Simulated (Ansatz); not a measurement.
Ansatz (a quantum-chemistry and plane-wave program) run on Lu2AlCo3 (R3m, 6 atoms in the cell): self-consistent single point.

Method: LDA (PW92), default PAW files made with PBE (plane waves; Ansatz).

```
CELL_PARAMETERS angstrom
      2.59108     1.49596     3.78806
     -2.59108     1.49596     3.78806
      0.00000    -2.99193     3.78806
ATOMIC_POSITIONS crystal
  Lu 0.37555 0.37555 0.37555
  Lu 0.62885 0.62885 0.62885
  Al 0.00000 0.00000 0.00000
  Co 0.50000 0.00000 0.00000
  Co 0.00000 0.50000 0.00000
  Co 0.00000 0.00000 0.50000
```

Reference input (self-consistent single point, DFT, LDA (PW92), plane waves, default PAW files made with PBE): basis.ecutwfc = 420 eV; kpoints.mp_grid.grid = 8 8 8; hamiltonian.xc = lda; hamiltonian.pseudopotentials = {kind: paw} (the program's default PAW files); scf.occupations.method = fermi_dirac; scf.occupations.width = 0.1 eV. This run's input differs from it in these lines:

Ansatz 0.2 input:
```diff
@@ -15,3 +15,3 @@
 kpoints:
-  mp_grid: { grid: [8, 8, 8] }
+  mp_grid: { grid: [13, 13, 13] }
 hamiltonian:
@@ -20,3 +20,3 @@
 scf:
-  occupations: { method: fermi_dirac, width: 0.1 }
+  occupations: { method: methfessel_paxton, width: 0.01 }
 output:
```

The program printed (abridged):

```
SCF iter   1: F=—  HF=-44689.728665 eV  |F-HF|=—  |Δ(HF+E_count)|=         —  Δρ=1.93e-2  dr2=1.78e-1  ethr=1.77e-3  ⟨swp⟩=5.5  Hψ=64334  notcnv=0  defer=34
all-band conjugate gradients solve this SCF's bands
preconditioner: auto → Kerker (q_TF=auto, 2.805 Å⁻¹)
SCF iter   2: F=—  HF=-44689.709860 eV  |F-HF|=—  |Δ(HF+E_count)|=   1.88e-2  S|Δr|=    0.00e0  Δρ=7.07e-3  dr2=2.30e-2  ethr=1.71e-4  ⟨swp⟩=3.0  Hψ=32046  notcnv=0  defer=877
   [... lines left out ...]
SCF iter   8: F=—  HF=-44689.707850 eV  |F-HF|=—  |Δ(HF+E_count)|=   1.73e-6  S|Δr|=    0.00e0  Δρ=2.40e-5  dr2=2.68e-7  ethr=6.30e-9  ⟨swp⟩=2.4  Hψ=25831  notcnv=0  defer=877
SCF iter   9: F=—  HF=-44689.707850 eV  |F-HF|=—  |Δ(HF+E_count)|=   1.06e-7  S|Δr|=    0.00e0  Δρ=1.50e-5  dr2=1.09e-7  ethr=9.62e-11  ⟨swp⟩=13.2  Hψ=104134  notcnv=0
SCF iter  10: F=-44689.707850 eV  HF=-44689.707850 eV  |F-HF|=4.42e-8  |Δ(HF+E_count)|=   6.66e-8  S|Δr|=    0.00e0  Δρ=7.54e-6  dr2=4.17e-8  ethr=9.62e-11  ⟨swp⟩=6.1  Hψ=67567  notcnv=0
SCF 1 converged in 10 iterations: F = -44689.707850 eV  dr2 = 4.17e-8
Stability not checked (fill_not_monotonic)
Free energy (F): -44689.707850 eV
Internal energy: -44689.707836 eV  (E = F + TS)
E sigma→0 (E₀):  -44689.707846 eV
Entropy (-TS):   -0.000014 eV (-0.002 meV/atom)
Fermi energy:    16.998231 eV
--- Forces (eV/Å), atoms counted from 1 ---
  atom   1  Lu     0.00000000    -0.00000002    -0.27089801
  atom   2  Lu     0.00000000     0.00000001     0.13187115
  atom   3  Al     0.00000000    -0.00000000    -0.00300956
  atom   4  Co    -0.03450844    -0.01992345     0.04734329
  atom   5  Co     0.03450844    -0.01992345     0.04734329
  atom   6  Co     0.00000000     0.03984691     0.04734328
--- Stress (GPa, compression-positive) ---
       -6.189753       0.000000       0.000000
        0.000000      -6.189753       0.000000
        0.000000       0.000000      -4.219989
  P = ⅓ Tr σ = -5.5332 GPa (-55.332 kbar)
  The stress holds the Pulay correction. Without it, at fixed plane waves, as pw.x and ABINIT print it: P = -5.6804 GPa
```

The run converged in 10 iterations. Against the reference run the free energy goes up by 15.2 meV/atom, the pressure goes from -5.24 to -5.53 GPa and the largest force goes from 0.251 to 0.271 eV/Å.

The starting cell comes from a database of computed structures (which also holds hypothetical and non-ambient phases and stackings), without a prior relaxation at this level. Its lattice was rescaled by up to half a per cent. One atom was moved a little off its site on purpose. Spin polarisation is off. With a pressure of about -6 GPa the cell is away from its equilibrium volume at this level. Ansatz's pressure includes its estimate of the finite-basis (Pulay) stress.

Cost on one core of a shared machine: roughly 3 min.
